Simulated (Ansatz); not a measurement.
**MgTe in the wurtzite structure (space group P6_3mc, No. 186)**

```
CELL_PARAMETERS angstrom
      4.56087     0.00000     0.00000
     -2.28044     3.94983     0.00000
      0.00000     0.00000     7.41276
ATOMIC_POSITIONS crystal
  Mg 0.66667 0.33333 0.00099
  Mg 0.33333 0.66667 0.50099
  Te 0.66667 0.33333 0.62421
  Te 0.33333 0.66667 0.12421
```

Computed with PBEsol, PAW, 420 eV (Ansatz, a first-principles code; scalar-relativistic without spin-orbit coupling), earlier PAW set. k-mesh 8×8×5 (Γ-centred); smearing 0.05 eV (Fermi–Dirac).

```json
{
  "volume_per_atom": "33.38 Å³",
  "density": "3.78 g/cm³",
  "band_gap": "2.39 eV, direct at Γ",
  "electron_mass": "0.15 mₑ along c, 0.17 mₑ across",
  "total_energy": "-4407.653 eV/atom (σ→0; compares only within this code and set-up)"
}
```

Spin-orbit coupling, missing from the scalar runs, can matter with Te. Masses are band curvatures over ±0.01 Å⁻¹ around the edge. No phonon test of stability was made.
